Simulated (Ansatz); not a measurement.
Calculation: PBE (plane waves to 420 eV, PAW; Ansatz, a quantum-chemistry and plane-wave program).

Electrostatic potential energy of an electron, averaged over planes parallel to the surface, in eV from the highest filled level, for the (111)B surface of zinc-blende BN, N-terminated, 2x2 with 3 OH on 4 top atoms (bottom of the slab: 3 H on 4 bottom sites):

| z (Å) | V (eV) |
|---|---|
| 3.86 | 6.83 |
| 4.16 | 6.83 |
| 4.45 | 6.83 |
| 4.75 | 6.83 |
| 5.05 | 6.83 |
| 5.34 | 6.83 |
| 5.64 | 6.83 |
| 5.94 | 6.83 |
| 6.23 | 6.83 |
| 6.53 | 6.81 |
| 6.83 | 6.77 |
| 7.12 | 6.67 |
| 7.42 | 6.40 |
| 7.72 | 5.73 |
| 8.02 | 3.55 |
| 8.31 | 2.70 |
| 8.61 | 2.83 |
| 8.91 | -1.51 |
| 9.20 | -8.44 |
| 9.50 | -15.56 |
| 9.80 | -17.92 |
| 10.09 | -13.07 |
| 10.39 | -4.82 |
| 10.69 | -0.33 |
| 10.98 | -3.32 |
| 11.28 | -10.19 |
| 11.58 | -16.35 |
| 11.87 | -18.02 |
| 12.17 | -12.98 |
| 12.47 | -5.33 |
| 12.77 | -0.43 |
| 13.06 | -3.04 |
| 13.36 | -9.86 |
| 13.66 | -16.11 |
| 13.95 | -18.13 |
| 14.25 | -13.33 |
| 14.55 | -5.72 |
| 14.84 | -0.50 |
| 15.14 | -2.75 |
| 15.44 | -9.53 |
| 15.73 | -15.87 |
| 16.03 | -18.21 |
| 16.33 | -13.66 |
| 16.62 | -6.09 |
| 16.92 | -0.55 |
| 17.22 | -2.33 |
| 17.52 | -9.10 |
| 17.81 | -16.13 |
| 18.11 | -18.84 |
| 18.41 | -14.06 |
| 18.70 | -5.97 |
| 19.00 | 0.61 |
| 19.30 | -0.69 |
| 19.59 | -4.11 |
| 19.89 | -5.96 |
| 20.19 | -2.11 |
| 20.48 | 3.63 |
| 20.78 | 4.93 |
| 21.08 | 5.32 |
| 21.37 | 5.44 |
| 21.67 | 5.47 |
| 21.97 | 5.49 |
| 22.27 | 5.49 |
| 22.56 | 5.49 |
| 22.86 | 5.49 |
| 23.16 | 5.49 |
| 23.45 | 5.49 |
| 23.75 | 5.49 |
| 24.05 | 5.49 |
| 24.34 | 5.49 |

Slab: 49 atoms, 12.1 Å thick at the start with caps and adatoms (thin: gaps and levels are the slab's own); k 5x5x1, smearing 0.025 eV, dipole-corrected; 8 atoms held, the rest relaxed; no symmetry held; no spin, no spin-orbit, no U. It is one candidate, not shown to be the stable structure of the face.

The surface cell has an area of 22.76 Å². What dipole along the normal does the step between the two vacuum levels imply?

the top vacuum level lies 1.34 eV below the bottom one; p = −ε₀ A ΔV (ε₀ = 0.005526 e/(V·Å)) gives 0.17 e·Å a cell.
